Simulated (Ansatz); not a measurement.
Take AgCl in the rock salt structure (space group Fm-3m, No. 225; a = 5.611 Å) as the base.

Structures relaxed with plane-wave PAW DFT at the PBE level (Ansatz, a first-principles code, 420 eV), spin-orbit coupling left out.

Base:

Simulated powder pattern, Co Kα, λ = 1.79026 Å (kinematic, ideal powder, no thermal factors, no anomalous dispersion; the 10 strongest lines at most, above 2 %, up to 2θ = 90°):

```csv
2θ (°),I/Imax (%),hkl
32.08,51,(111)
37.21,100,(200)
53.64,67,(220)
63.88,23,(311)
67.09,22,(222)
79.30,11,(400)
88.11,9.9,(331)
```

Now apply this change: an isotropic linear strain of −2.00 %, atoms relaxed at fixed cell.

Predict the new powder pattern.


Simulated powder pattern, Co Kα, λ = 1.79026 Å (kinematic, ideal powder, no thermal factors, no anomalous dispersion; the 10 strongest lines at most, above 2 %, up to 2θ = 90°):

```csv
2θ (°),I/Imax (%),hkl
32.75,51,(111)
38.00,100,(200)
54.82,67,(220)
65.35,23,(311)
68.65,22,(222)
81.25,11,(400)
```

The indices refer to the base's conventional cell; one index is shown for lines that coincide.

No phonon test of stability was made.
